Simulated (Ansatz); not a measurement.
System: B2CO (model structure, P-4m2, No. 115, 4 atoms in the cell). Method: r²SCAN in Ansatz (PAW).

Settings: plane-wave cutoff 560 eV, 12×12×10 k mesh (along the axes of the cell as run), Fermi–Dirac smearing 0.01 eV, scalar-relativistic PAW data made under PBE.

The cell is the one relaxed with PBEsol. Conventional cell: a = 2.6447 Å, b = 2.6447 Å, c = 3.6511 Å, α = 90.00°, β = 90.00°, γ = 90.00°.

```
CELL_PARAMETERS angstrom
      2.64471     0.00000     0.00000
      0.00000     2.64471     0.00000
      0.00000     0.00000     3.65112
ATOMIC_POSITIONS crystal
  B  0.00000 0.50000 0.22937
  B  0.50000 0.00000 0.77063
  C  0.00000 0.00000 0.00000
  O  0.50000 0.50000 0.50000
```

List the 10 lowest band energies at Γ above −25 eV (eV, relative to the valence band maximum), grouping those that round alike.

At Γ: -23.72, -13.89, -9.56, -6.41 (×2), -0.06, 0.00 (×2), 2.97, 8.63.

Note: the relaxation could raise the start's symmetry but not lower it, so the cell can be a saddle point; cell and atoms aren't relaxed at this level (largest force component 0.19 eV/Å, pressure 1.3 GPa).

A model structure was made by putting elements into a prototype or built by hand; it is no filed structure, need not be a known phase, and can be a saddle point held by its symmetry.

Ansatz is a first-principles code.
